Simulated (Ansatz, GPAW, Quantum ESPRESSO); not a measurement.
## Zn3Ag (P-6m2, 4 atoms in the cell) computed with different codes at matched settings

Self-consistent single point.

```
Zn3Ag
1.0
    2.87804     0.00000     0.00000
   -1.43902     2.49246     0.00000
    0.00000     0.00000     8.65170
Zn Ag
3 1
Direct
  0.66667   0.33333   0.50000
  0.33333   0.66667   0.25680
  0.33333   0.66667   0.74320
  0.66667   0.33333   0.00000
```

Shared settings, as Ansatz (an electronic-structure program) writes them: kpoints.mp_grid.grid = 13 13 4; scf.occupations.method = fermi_dirac; scf.occupations.width = 0.05 eV. Potentials and cutoffs stand in the table.

```tsv
code	model	pressure (GPa)	largest force (eV/Å)	cutoff
Quantum ESPRESSO	LDA (PZ), PSlibrary ultrasoft (LDA) pseudopotentials	-10.44	0.150	50 Ry
Ansatz	LDA (PW92), PAW files made with PBE	-8.52	0.162	default
GPAW	LDA (Perdew-Wang 92), GPAW PAW datasets LDA (gpaw-data 1.0.1)	-8.68	0.160	850 eV
```

The spread over the programs that give each value: pressure within 1.92 GPa; largest force within 0.012 eV/Å.

Ansatz's pressure is given at a fixed set of plane waves, as the other plane-wave codes print theirs; with its correction for the finite basis it is -8.47 GPa. The same LDA comes in different parametrisations, which differ slightly. In the pressure, Quantum ESPRESSO (by 1.76) lies more than 1 GPa from the median of the plane-wave programs.

The starting cell comes from a database of computed structures (which also holds hypothetical and non-ambient phases and stackings), without a prior relaxation at this level. Its lattice was rescaled by a random factor within 2.5 % of one.

Keys are those of Ansatz 0.2.
